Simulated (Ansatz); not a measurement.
Partial pair distribution functions of a relaxed model of amorphous Hf₁₈O₃₇Ca, broadened by 0.06 Å; density 8.78 g/cm³. Level of theory: PBE, scalar-relativistic without spin-orbit coupling (plane waves to 420 eV, PAW; Ansatz, a first-principles code).

The cell was made by melting and quenching with the CHGNet potential and then relaxed with DFT. O atoms were pushed apart under 1.9 Å during the dynamics, to hinder bonds among them. The hot cell started wider than the set density and was brought back towards it in steps. It is the lowest in DFT energy of 2 quenches. It is a model cell: composition and starting density were chosen by hand, and all elements were melted together. No dispersion term was used. Its density started from a set value of 8.78 and ended at 8.78 g/cm³. The simulated quench (nominally 300 K/ps over its main leg) is rapid and tends to freeze in more defects than a deposited or slowly cooled glass has. A cell of this size samples the disorder only roughly. The volume was held where the preparation left it and the shape relaxed, at a PBE pressure of -0.5 GPa (tension). Stress components on the final sampling reach 0.6 GPa.

| r (Å) | g Hf-O | g O-Ca | g Hf-Hf | g O-O |
|---|---|---|---|---|
| 1.75 | 0.00 | 0.00 | 0.00 | 0.00 |
| 1.85 | 0.24 | 0.00 | 0.00 | 0.00 |
| 1.95 | 2.76 | 0.00 | 0.00 | 0.00 |
| 2.05 | 6.59 | 0.00 | 0.00 | 0.00 |
| 2.15 | 6.57 | 0.12 | 0.00 | 0.00 |
| 2.25 | 3.22 | 1.99 | 0.00 | 0.00 |
| 2.35 | 1.30 | 4.91 | 0.00 | 0.03 |
| 2.45 | 0.67 | 4.92 | 0.00 | 0.66 |
| 2.55 | 0.21 | 3.57 | 0.00 | 2.07 |
| 2.65 | 0.19 | 0.47 | 0.00 | 2.22 |
| 2.75 | 0.08 | 0.03 | 0.00 | 2.46 |
| 2.85 | 0.07 | 0.66 | 0.00 | 2.24 |
| 2.95 | 0.04 | 1.11 | 0.01 | 1.99 |
| 3.05 | 0.12 | 0.95 | 0.32 | 1.63 |
| 3.15 | 0.12 | 0.69 | 1.05 | 1.62 |
| 3.25 | 0.29 | 0.04 | 2.60 | 1.25 |
| 3.35 | 0.52 | 0.00 | 4.35 | 0.79 |
| 3.45 | 0.58 | 0.00 | 2.88 | 0.72 |
| 3.55 | 0.74 | 0.08 | 1.90 | 0.88 |
| 3.65 | 0.77 | 0.69 | 1.47 | 0.82 |
| 3.75 | 0.62 | 0.49 | 1.28 | 0.65 |
| 3.85 | 0.68 | 0.69 | 1.90 | 0.74 |
| 3.95 | 1.08 | 0.54 | 1.71 | 1.01 |
| 4.05 | 1.33 | 1.79 | 1.12 | 1.17 |
| 4.15 | 1.21 | 0.75 | 0.87 | 0.88 |
| 4.25 | 1.37 | 0.04 | 0.70 | 0.93 |
| 4.35 | 1.50 | 0.75 | 0.82 | 0.96 |

Within 2.82 Å each Hf has 6.39 O neighbours on average.
